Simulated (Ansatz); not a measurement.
**Effect of isotropic strain +1.00 % on ZnS**

The parent structure is ZnS in the zinc blende structure (space group F-43m, No. 216; a = 5.2968 Å).

It is then changed as follows: every lattice vector is stretched by 1.00 %; the atoms relax in the strained cell.

Method: plane-wave PAW DFT at the LDA level (Ansatz, a quantum-chemistry and plane-wave program, 420 eV), without spin-orbit coupling. k-mesh 11×11×11 (Γ-centred); smearing 0.05 eV (Fermi–Dirac).

The volume per atom grows by 0.56 Å³, from 18.58 Å³ to 19.14 Å³ and the shortest interatomic distance increases by 0.0433 bohr to 4.378 bohr. The energy increases by 4.4 meV/atom and the pressure decreases by 2.416 GPa (-0.01 GPa → -2.42 GPa). The band gap drops by 0.134 eV (2.13 eV → 1.99 eV) and the gap character is still direct at Γ. The mean gap deformation potential ΔEg/Δln V comes out as -4.5 eV and the width of the top valence band decreases by 0.12 eV, from 3.01 eV to 2.89 eV. The electron mass changes from 0.17 mₑ (at Γ) to 0.16 mₑ (at Γ) and the hole mass (degenerate bands, along [100]) becomes 0.17, 0.64, 0.64 mₑ (at Γ) (base: 0.18, 0.63, 0.63 mₑ (at Γ)). The valley order (the lowest conduction-band minima on the path, energy above the VBM, named in the base's zone) becomes Γ 1.99 eV; X along ⟨100⟩ 3.12 eV; L along ⟨111⟩ 3.15 eV (base: Γ 2.13 eV; X along ⟨100⟩ 3.05 eV; L along ⟨111⟩ 3.20 eV).

Masses are band curvatures over ±0.01 Å⁻¹ around the edge. No phonon test of stability was made.
